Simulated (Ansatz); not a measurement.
# YGe (model structure, started from the TiAs type, P6₃/mmc, No. 194, 8 atoms in the cell)

Level of theory: PBEsol (PAW; Ansatz, a program for electronic structure).

Run with plane-wave cutoff 500 eV, 12×12×4 k mesh (along the axes of the cell as run), Fermi–Dirac smearing 0.05 eV, scalar-relativistic PAW data made under PBE.

Cell (relaxed at this level):

```yaml
crystal:
  lattice:
    - [3.83547, 0.00000, 0.00000]
    - [-1.91774, 3.32162, 0.00000]
    - [0.00000, 0.00000, 15.40881]
  atoms:
    - { symbol: Y, position: [0.33333, 0.66667, 0.12013] }
    - { symbol: Y, position: [0.66667, 0.33333, 0.62013] }
    - { symbol: Y, position: [0.66667, 0.33333, 0.87987] }
    - { symbol: Y, position: [0.33333, 0.66667, 0.37987] }
    - { symbol: Ge, position: [0.00000, 0.00000, 0.00000] }
    - { symbol: Ge, position: [0.00000, 0.00000, 0.50000] }
    - { symbol: Ge, position: [0.33333, 0.66667, 0.75000] }
    - { symbol: Ge, position: [0.66667, 0.33333, 0.25000] }
```

```yaml
band_gap: none
```

Note: the relaxation could raise the start's symmetry but not lower it, so the cell can be a saddle point.

Spin–orbit coupling is not included.

Computed values are for the static lattice.

It cost very roughly 6 core-minutes of CPU time.

A model structure was made by putting elements into a prototype or built by hand; it is no filed structure, need not be a known phase, and can be a saddle point held by its symmetry.
